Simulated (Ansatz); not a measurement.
**SiSn (model structure, started from the h-BN type, P6₃/mmc, No. 194, 4 atoms in the cell): volume per atom by level of theory**

No measured value is used here.

| level (code) | value (Å³/atom) |
|---|---|
| PBE (Ansatz) | … |
| PBEsol (Ansatz) | 26.15 |
| PBE-D3(BJ) (Ansatz) | 26.24 |

### Question
What belongs in the gaps?

### Answer

- PBE (Ansatz, an electronic-structure program), value (Å³/atom): 27.20

Ansatz's density-functional and Hartree–Fock values are scalar-relativistic unless marked +SOC, with PAW data made under PBE.

A model structure was made by putting elements into a prototype or built by hand; it is no filed structure, need not be a known phase, and can be a saddle point held by its symmetry.
